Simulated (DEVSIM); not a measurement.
Structure: abrupt Si n-p junction, at 250 K.

```
layer (left to right)  material  thickness (μm)  Nd (cm⁻³)  Na (cm⁻³)  τn (s)  τp (s)
---------------------  --------  --------------  ---------  ---------  ------  ------
1                            Si            14.0     6.7e17          -  7.7e-6  7.7e-6
2                            Si            3.50          -     3.9e17  7.7e-6  7.7e-6
```

Left contact: ohmic. Right contact: ohmic. Voltage is applied to the left contact. Recombination: SRH at mid-gap, radiative. Mobility is μmin + (μ − μmin)/(1 + (N/Nref)^α).

The device is made up for the run: typed textbook-type constants, with dimensions and the other settings drawn at random. Values at 300 K; Nc and Nv go as T^1.5, mobilities as T to minus their exponent, the gap by Varshni's rule with the affinity fixed.

```tsv
parameter	Si
gap (eV)	1.124
affinity (eV)	4.05
permittivity	11.7
Nc (cm⁻³)	2.86e19
Nv (cm⁻³)	3.1e19
μn (cm²/Vs)	1417
μp (cm²/Vs)	470
μn,min	52
μp,min	45
Nref,n	9.7e16
Nref,p	2.2e17
αn	0.68
αp	0.72
T exponent of μn	2.3
T exponent of μp	2.2
B (cm³/s)	4.7e-15
Varshni α (eV/K)	0.000473
Varshni β (K)	636
```

Model (solved in DEVSIM): 1D drift-diffusion, Boltzmann statistics, complete ionisation; no tunnelling, impact ionisation, image-force lowering or self-heating.

The thickness of layer 2 was swept, all else fixed.

| thickness of layer 2 (μm) | dark forward voltage at 100 A/cm² (V) | dark forward voltage at 1 A/cm² (V) |
|---|---|---|
| 0.7 | ? | ? |
| 1.2 | 0.873 | 0.769 |
| 2.1 | 0.884 | 0.781 |
| 3.5 | 0.894 | 0.792 |
| 6 | 0.905 | 0.802 |
| 10 | 0.916 | 0.812 |
| 18 | 0.928 | 0.822 |

### Question
Some entries are withheld; supply them.

### Answer

- 0.7, dark forward voltage at 100 A/cm² (V): 0.861
- 0.7, dark forward voltage at 1 A/cm² (V): 0.757
